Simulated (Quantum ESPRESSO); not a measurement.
Band structure of Al2Au (Fm-3m, 3 atoms in the cell).

```
Al2Au
1.0
   -3.01494     0.00000     3.01494
    0.00000     3.01494     3.01494
   -3.01494     3.01494     0.00000
Al Au
2 1
Direct
  0.25000   0.25000   0.25000
  0.75000   0.75000   0.75000
  0.00000   0.00000   0.00000
```

Level of theory: PBE, PseudoDojo standard norm-conserving (PBE) pseudopotentials (plane waves; Quantum ESPRESSO).

Settings: ecutwfc = 80 Ry; occupations = smearing; smearing = gauss; degauss = 0.0099958 Ry; potentials = {Al: Al.upf, Au: Au.upf}; K_POINTS = automatic 10 10 10 0 0 0; nbnd = 25; conv_thr = 1e-09 Ry; mixing_beta = 0.4.

The starting cell comes from a database of computed structures (which also holds hypothetical and non-ambient phases and stackings), without a prior relaxation at this level. Its lattice was rescaled by a random factor within 2.5 % of one. Spin-orbit coupling is off.

Levels in eV from the Fermi level, bands 10 to 17:
```json
[
 {"point": "Γ", "10": "-5.54", "11": "2.16", "12": "2.97", "13": "2.97", "14": "2.97", "15": "3.87", "16": "3.87", "17": "3.87"},
 {"point": "X", "10": "-5.24", "11": "-4.94", "12": "-2.06", "13": "-2.06", "14": "1.21", "15": "2.11", "16": "7.64", "17": "9.70"},
 {"point": "W", "10": "-5.12", "11": "-3.97", "12": "-3.97", "13": "-2.14", "14": "4.09", "15": "4.09", "16": "5.19", "17": "5.32"},
 {"point": "K", "10": "-5.45", "11": "-4.55", "12": "-3.34", "13": "-1.33", "14": "1.82", "15": "4.36", "16": "6.00", "17": "7.63"},
 {"point": "L", "10": "-5.42", "11": "-5.37", "12": "0.38", "13": "0.38", "14": "3.28", "15": "3.51", "16": "3.79", "17": "3.79"},
 {"point": "U", "10": "-5.45", "11": "-4.55", "12": "-3.34", "13": "-1.33", "14": "1.82", "15": "4.36", "16": "6.00", "17": "7.63"}
]
```

Bands cross the Fermi level along this path, so the cell is metallic at this level.
